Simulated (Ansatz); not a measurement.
# MgF₂ in the rutile structure (space group P4_2/mnm, No. 136)

Space group P4₂/mnm (No. 136); a = 4.6220 Å, b = 4.6220 Å, c = 3.0462 Å, α = 90.00°, β = 90.00°, γ = 90.00°

```
atom  site  symmetry       x       y       z
----  ----  --------  ------  ------  ------
Mg      2a      m.mm  0.0000  0.0000  0.0000
F       4f      m.2m  0.3030  0.3030  0.0000
```

The values are results of Kohn–Sham DFT with the r2SCAN functional, run in Ansatz (a quantum-chemistry and plane-wave program) with PAW and 500 eV plane waves, spin-orbit coupling left out, not measurements. k-mesh 7×7×11 (Γ-centred); smearing 0.05 eV (Fermi–Dirac).

| Quantity | Value |
|---|---|
| Volume per atom | 10.85 Å³ |
| Density | 3.18 g/cm³ |
| Band gap | 8.07 eV, direct at Γ |
| Lowest conduction-band minima above the VBM | Γ 8.07 eV |
| Total energy | -1183.874 eV/atom (σ→0; compares only within this code and set-up) |

Stability against distortions was not tested.
